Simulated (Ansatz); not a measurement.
Consider CdS in the zinc blende structure (space group F-43m, No. 216; a = 5.878 Å). Axes: x, y, z lie along the cube axes.

Calculations: r2SCAN (Ansatz, an electronic-structure program), no SOC.

Base values:

| Property | Result |
|---|---|
| Band gap | 1.54 eV |

It is then changed as follows: compressive biaxial strain of 2.90 % in the plane normal to [001], as in epitaxy on a mismatched substrate; the out-of-plane cell vector and the atoms relax.

### Question
Predict the new band gap, in-plane stress and out-of-plane strain.

### Answer
The band gap drops by 0.048 eV, from 1.54 eV to 1.50 eV; the mean in-plane stress (compression positive) is +1.5 GPa; the out-of-plane strain amounts to +4.18 %.

Stability against distortions was not tested.
